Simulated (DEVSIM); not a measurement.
Device: Mo/SiO2/n-Si capacitor, at 300 K.

```csv
layer (left to right),material,thickness (nm),Nd (cm⁻³)
1,SiO2,4.40,-
2,Si,5900,9.5e15
```

Metal gate on the left, work function 4.6 eV. Fixed charge at the semiconductor interface 8.3e10 cm⁻² (in units of +e); interface traps 3e12 cm⁻² eV⁻¹, uniform in energy, neutral level at 0.5 of the gap above the valence band.

The device is made up for the run: typed textbook-type constants, with dimensions and the other settings drawn at random. Values at 300 K.

| parameter | SiO2 | Si |
|---|---|---|
| gap (eV) | 9 | 1.124 |
| affinity (eV) | 0.9 | 4.05 |
| permittivity | 3.9 | 11.7 |
| Nc (cm⁻³) | - | 2.86e19 |
| Nv (cm⁻³) | - | 3.1e19 |

DEVSIM, 1D Poisson equation in equilibrium, Boltzmann statistics, complete ionisation; no quantum confinement or tunnelling. Metal contacts follow the ideal Schottky-Mott rule: no Fermi-level pinning, no interface dipoles.

Tabulate band edges, carrier densities and field at -1.0 V on the gate.

Energies count from the Fermi level of the right contact; mesh points crowd at the junctions.

```
x (μm)    Ec (eV)  Ev (eV)  n (cm⁻³)  p (cm⁻³)  field (V/cm)
--------  -------  -------  --------  --------  ------------
0.000       4.700   -4.300     < 1e2     < 1e2      -1100000
0.001155    4.569   -4.431     < 1e2     < 1e2      -1100000
0.002690    4.395   -4.605     < 1e2     < 1e2      -1100000
0.004018    4.245   -4.755     < 1e2     < 1e2      -1100000
0.005685    1.038   -0.086       100    1.1e18       -110000
0.008756    1.011   -0.113       290    3.9e17        -74000
0.01568     0.969   -0.155      1500    7.8e16        -53000
0.03881     0.862   -0.262     93000    1.2e15        -43000
0.08346     0.685   -0.439     9.0e7    1.3e12        -36000
0.1842      0.392   -0.732    7.3e12     1.6e7        -22000
0.3977      0.211   -0.913    8.3e15     14000          -820
1.170       0.207   -0.917    9.5e15     12000           ≈ 0
2.547       0.207   -0.917    9.5e15     12000           ≈ 0
4.355       0.207   -0.917    9.5e15     12000           ≈ 0
5.381       0.207   -0.917    9.5e15     12000           ≈ 0
5.665       0.207   -0.917    9.5e15     12000           ≈ 0
5.799       0.207   -0.917    9.5e15     12000           ≈ 0
5.858       0.207   -0.917    9.5e15     12000           ≈ 0
5.889       0.207   -0.917    9.5e15     12000           ≈ 0
5.898       0.207   -0.917    9.5e15     12000           ≈ 0
5.902       0.207   -0.917    9.5e15     12000           ≈ 0
5.904       0.207   -0.917    9.5e15     12000           ≈ 0
```
